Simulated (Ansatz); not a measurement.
Consider Cr in the bcc (W type) structure (space group Im-3m, No. 229; a = 2.8479 Å; non-magnetic).

Computed with PBE/PAW in Ansatz (an electronic-structure program), no spin-orbit coupling, earlier PAW set.

Base values:

```
Item                      Value
-------------------  ----------
Lattice parameter a  5.382 bohr
Band gap                   zero
```

One thing is altered: cell and atoms relaxed at a pressure of 3 GPa.

Question: Predict the new lattice parameter a.

Answer: The lattice parameter a falls by 0.0203 bohr (5.382 bohr → 5.361 bohr).

Question: Predict the new band gap.

Answer: The band gap remains zero.

Load acts through the strain it causes; cell and atoms are relaxed under it. Stability against distortions was not tested. Seeded moments were not kept for the base. All final runs are without spin polarisation. Real Cr is antiferromagnetic at low temperature and ambient pressure, an order that this cell doesn't hold.
